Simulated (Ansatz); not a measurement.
Consider HfN in the rock salt structure (space group Fm-3m, No. 225; a = 4.502 Å; relaxed with 0.1 eV smearing). Axes: x, y, z lie along the cube axes.

The values are results of Kohn–Sham DFT with the PBEsol functional, run in Ansatz (a quantum-chemistry and plane-wave program) with PAW and 420 eV plane waves, scalar-relativistic without spin-orbit coupling, not measurements.

It is then changed as follows: biaxial strain +3.00 %, plane normal [001], relaxed out of plane (Cartesian); in-plane vectors clamped, the third vector and the atoms free.

Problem. What happens to the ratio −ε⊥/ε∥ and energy relative to the base?

Solution. The ratio −ε⊥/ε∥ is 0.34; the energy grows by 40 meV/atom.

No phonon test of stability was made. All final runs are without spin polarisation. An odd electron count without spin: HfN.
